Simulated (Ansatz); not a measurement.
**Report: zincblende AlAs (F-43m), biaxial stress in the (001) plane**

Cell and atoms are relaxed with PBEsol to each stress (compression positive); bands and masses by PBEsol with spin-orbit coupling, rigid bands (plane waves, PAW; Ansatz, an electronic-structure program). Strains are changes of length against the unloaded cell.

```
CELL_PARAMETERS angstrom
      0.00000     2.83740     2.83740
      2.83740     0.00000     2.83740
      2.83740     2.83740     0.00000
ATOMIC_POSITIONS crystal
  Al 0.00000 0.00000 0.00000
  As 0.75000 0.75000 0.75000
```

```json
[
 {"stress (GPa)": "-2.00", "strain [001] (%)": "-2.06", "strain [100] (%)": "1.98", "gap (eV)": "1.077", "mₑ* [001]": "0.92", "mₑ* [100]": "0.27", "mₕ* [001]": "0.29", "mₕ* [100]": "0.55"},
 {"stress (GPa)": "-1.00", "strain [001] (%)": "-0.96", "strain [100] (%)": "0.94", "gap (eV)": "1.167", "mₑ* [001]": "0.76", "mₑ* [100]": "0.26", "mₕ* [001]": "0.46", "mₕ* [100]": "0.60"},
 {"stress (GPa)": "0", "strain [001] (%)": "0", "strain [100] (%)": "0", "gap (eV)": "1.247", "mₑ* [001]": "0.33", "mₑ* [100]": "0.33", "mₕ* [001]": "0.59", "mₕ* [100]": "0.59"},
 {"stress (GPa)": "1.00", "strain [001] (%)": "0.89", "strain [100] (%)": "-0.90", "gap (eV)": "1.172", "mₑ* [001]": "0.26", "mₑ* [100]": "0.38", "mₕ* [001]": "0.67", "mₕ* [100]": "0.53"},
 {"stress (GPa)": "2.00", "strain [001] (%)": "1.73", "strain [100] (%)": "-1.76", "gap (eV)": "1.098", "mₑ* [001]": "0.26", "mₑ* [100]": "0.38", "mₕ* [001]": "0.67", "mₕ* [100]": "0.44"}
]
```

[001] is the normal of the loaded plane; [010] strains as [100]. Masses are conductivity masses at 300 K in electron masses.

Task: From the two loads next to zero, find the biaxial modulus and the ratio of out-of-plane to in-plane strain.

Result: Between -1.00 and 1.00 GPa the strain along [100] changes by -1.84 % and that along [001] by 1.85 %. The modulus is 2.00/0.0184 = 109 GPa and the ratio of the strains 1.01 (PBEsol, atoms relaxed). For a cubic (001) plane the ratio is 2C₁₂/C₁₁ and the modulus C₁₁ + C₁₂ − 2C₁₂²/C₁₁, which gives C₁₁ ≈ 109 GPa and C₁₂ ≈ 55 GPa.

Task: How fast does the gap move on either side of zero load?

Result: Under tension, (1.167 − 1.247) eV over -1.00 GPa = 80 meV/GPa, or about -8.5 eV per unit strain; under compression, (1.172 − 1.247) eV over 1.00 GPa = -75 meV/GPa, or about 8.3 eV per unit strain. The two slopes part by 155 meV/GPa; gaps are resolved to about 0.01 eV, which allows 20 meV/GPa, so they differ, even in sign: the gap has a turning point near zero load.

Task: Take the carrier density and the relaxation time as fixed, so that ρ ∝ m*. What gauge factor (Δρ/ρ)/ε follows for current along [100] at the loads next to zero?

Result: electrons at -1.00 GPa: (0.26/0.33 − 1)/0.0094 ≈ -23; electrons at 1.00 GPa: (0.38/0.33 − 1)/-0.0090 ≈ -17. These are means over a finite load; the small-strain gauge factor differs, most where the load has already emptied the upper valleys or bands. Carriers and loads whose mass moves by under 12 % aren't resolved and aren't listed. The change of shape, which adds a term of order 1 to 2, and that of the scattering between valleys or bands are left out.

Masses are those of dilute carriers in rigid bands with one relaxation time, without polarons. Third decimals of gaps are kept for the arithmetic. Every relaxation keeps the zincblende phase (space group I-4m2 under this load), so a transition, a distortion that breaks the symmetry or fracture can't show.
